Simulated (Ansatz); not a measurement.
Terminations of the (111) surface of fcc Pd, measured from the surface 'clean 1x1'. Atoms come from or go to: Au: fcc Au, Co: hcp Co, ferromagnetic, Cr: bcc Cr, antiferromagnetic, Ge: germanium, In: tetragonal indium, Os: hcp Os, Pd: fcc Pd, Re: hcp Re, Sc: hcp Sc, Y: hcp Y, Zn: hcp Zn. ΔE is the energy of forming the row's surface from that one (negative: more stable at these reservoirs); the vacuum level's shift is aligned on the shared bottom. No zero-point or thermal terms. These are constructed structures in small cells; real faces may alloy, dewet or reconstruct in larger ones, and not all known structures of the face are among them. Slabs of about 11 Å with all that they carry, Fermi-Dirac smearing of 0.1 eV. Bottom of the slabs: a bare face, its two planes held. Relaxed from the named starts with such symmetry as they have, on meshes of like density; energies extrapolated to zero smearing; no spin-orbit coupling, no U. Spin-polarised runs, if any, are marked in brackets, and their order is one that fits the cell; the others ran without spin. A dash marks a value that is undefined for that row (no clear gap, or no work function of a gapped slab) or was not read reliably on its mesh.

Calculation: PBE (plane waves to 420 eV, PAW; Ansatz, a program for electronic structure).

```tsv
surface	atoms added per 1x1	ΔE per 1x1 (eV)	shift of the vacuum level (eV)	work function (eV)
a pseudomorphic layer of Zn in the other hollow	+1 Zn	-0.70	-0.85	4.36
a pseudomorphic layer of Cr in the host's stacking [spin, 3.1 μB a cell]	+1 Cr	1.01	-0.90	4.31
a layer of Sc in place of the second plane	-1 Pd, +1 Sc	[?]	-0.79	4.43
a pseudomorphic layer of Os in the host's stacking	+1 Os	[?]	0.34	5.56
a layer of Co in place of the second plane [spin, 3.0 μB a cell]	+1 Co, -1 Pd	0.03	-0.44	4.79
(√3x√3)R30° surface alloy, Y on one Pd site of the top plane	-0.333 Pd, +0.333 Y	[?]	-1.60	3.62
top plane shifted to the other hollow	none	0.02	0.04	5.25
a layer of Re in place of the third plane	-1 Pd, +1 Re	-0.04	0.04	5.28
a pseudomorphic layer of In in the host's stacking	+1 In	-0.22	-1.37	3.85
a layer of Re in place of the second plane	-1 Pd, +1 Re	0.05	-0.86	4.37
a layer of Ge in place of the second plane	+1 Ge, -1 Pd	-0.59	-0.48	4.75
a layer of Au in place of the second plane	+1 Au, -1 Pd	-0.07	0.07	5.29
```

Some entries are withheld; supply them.


- a layer of Sc in place of the second plane, ΔE per 1x1 (eV): -1.19
- a pseudomorphic layer of Os in the host's stacking, ΔE per 1x1 (eV): 1.09
- (√3x√3)R30° surface alloy, Y on one Pd site of the top plane, ΔE per 1x1 (eV): -1.06
